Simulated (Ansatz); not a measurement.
Ga vacancy (V_Ga) in beta Ga2O3 (start: the Ga(1) site; 120-site cell, 2×2×2 shifted sampling). Level of theory: PBE, PAW (plane waves to 420 eV; Ansatz, a quantum-chemistry and plane-wave program). Total energies of the localised charge states, counted from that of charge 0, and their image corrections (point charge with alignment); the host's valence-band maximum lies at 7.561 eV on the cells' energy zero and its gap is 2.01 eV.

```tsv
charge	moment (μB)	E − E(first) (eV)	correction (eV)
0	3.0	0.000	0.000
−1	2.0	7.667	0.368
−2	1.0	15.545	1.001
−3	not spin-polarised	23.743	1.891
```

**Question.** Derive the transition levels above the valence-band maximum and say which of them are thermodynamic.

**Answer.** A level is the Fermi energy at which two charges have equal formation energy: ε(q/q′) = [E(q′) + corr(q′) − E(q) − corr(q)] / (q − q′) − E_VBM.
ε(0/−1) = [(7.667 + 0.368) − (0.000 + 0.000)] / 1 − 7.561 = 0.47 eV
ε(−1/−2) = [(15.545 + 1.001) − (7.667 + 0.368)] / 1 − 7.561 = 0.95 eV
ε(−2/−3) = [(23.743 + 1.891) − (15.545 + 1.001)] / 1 − 7.561 = 1.53 eV
Thermodynamic levels at least 0.1 eV inside the gap: (0/−1) at 0.47 eV; (−1/−2) at 0.95 eV; (−2/−3) at 1.53 eV. Corrections reach 1.89 eV, so the outer levels may be off by several tenths of an eV. Charges with a result: +1, 0, −1, −2, −3. Others weren't obtained, and one of them could lie lower, also by skipping a charge. Charge +1 has its level within 0.1 eV of a band edge or past it. Flagged in the runs: a host whose relaxation on this sampling wasn't shown to rest, a strain field that reaches the edge of the cell.
